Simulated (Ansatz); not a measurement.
Start from PbTe in the rock salt structure (space group Fm-3m, No. 225).

```
CELL_PARAMETERS angstrom
      0.00000     3.26715     3.26715
      3.26715     0.00000     3.26715
      3.26715     3.26715     0.00000
ATOMIC_POSITIONS crystal
  Te 0.50000 0.50000 0.50000
  Pb 0.00000 0.00000 0.00000
```

All numbers come from r2SCAN (Ansatz, a program for electronic structure, PAW, scalar-relativistic without spin-orbit coupling).

Strains are applied to the cell and any free atomic positions relax.

One change was made to it. Results:

The electron mass becomes 0.36 mₑ along k, 0.12 mₑ across (at L) (base: 0.34 mₑ along k, 0.12 mₑ across (at L)); the pressure goes from zero to -1.70 GPa; the hole mass goes from 0.57 mₑ along k, 0.088 mₑ across (at L) to 0.63 mₑ along k, 0.10 mₑ across (at L).

Question: Which change produced these results?
(A) isotropic strain +3.00 %
(B) isotropic strain +1.50 %
(C) isotropic strain +2.50 %
(D) isotropic strain +0.50 %

Answer: B, isotropic strain +1.50 %. For comparison, the electron mass in the other runs: isotropic strain +0.50 % gives 0.35 mₑ along k, 0.12 mₑ across (at L); isotropic strain +3.00 % gives 0.38 mₑ along k, 0.12 mₑ across (at L); isotropic strain +2.50 % gives 0.37 mₑ along k, 0.12 mₑ across (at L).

With Pb and Te present, leaving out spin-orbit coupling can change the band edges. The levels and masses belong to the bands next to the band gap. Masses are band curvatures over ±0.01 Å⁻¹ around the edge. Along k means along the line from Γ to the band edge. Stability against distortions was not tested.
